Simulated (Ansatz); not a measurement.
Input:

```xyz
5
Lattice="6.4729 0.0000 0.0000 0.0000 6.4729 0.0000 0.0000 0.0000 6.4729" Properties=species:S:1:pos:R:3 pbc="T T T"
Cs     3.2365     3.2365     3.2365
Sn     0.0000     0.0000     0.0000
I      3.2365     0.0000     0.0000
I      0.0000     3.2365     0.0000
I      0.0000     0.0000     3.2365
```

The numbers are results of PBEsol with spin-orbit coupling, rigid bands (plane waves, PAW; Ansatz, an electronic-structure program), not measurements. Condition of this run: hydrostatic pressure -2 GPa (the target of the relaxation). Cell: cell and atoms relaxed with PBEsol, then loaded as said.

Question: Predict the hole conductivity mass (n e² τ/σ) at 300 K, by direction if it differs.

Answer: 0.088 mₑ.

Question: Predict the electron conductivity mass (n e² τ/σ) at 300 K, by direction if it differs.

Answer: 0.120 mₑ.

Question: And the band gap?

Answer: 0.32 eV at this level; semilocal functionals usually fall short of the measured gap.

Rigid bands, one relaxation time for all states, no polarons.

CsSnI3 under load (space group Pm-3m): a high-temperature phase held by its symmetry.
